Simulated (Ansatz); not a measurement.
Consider SrCl2 in the fluorite structure (space group Fm-3m, No. 225).

```xyz
3
Lattice="0.0000 3.4539 3.4539 3.4539 0.0000 3.4539 3.4539 3.4539 0.0000" Properties=species:S:1:pos:R:3 pbc="T T T"
Sr     0.0000     0.0000     0.0000
Cl     1.7270     1.7270     1.7270
Cl     5.1809     5.1809     5.1809
```

Cartesian axes are those of the cell as printed.

The values are results of PBEsol (Ansatz, a quantum-chemistry and plane-wave program), scalar-relativistic without spin-orbit coupling, not measurements.

Now apply this change: tensile biaxial strain of 2.50 % in the plane normal to [001], as in epitaxy on a mismatched substrate; the out-of-plane cell vector and the atoms relax.

Question: What happens to the out-of-plane strain and energy relative to the base?

Answer: The out-of-plane strain is -1.27 %; the energy grows by 8.4 meV/atom.

Stability against distortions was not tested.
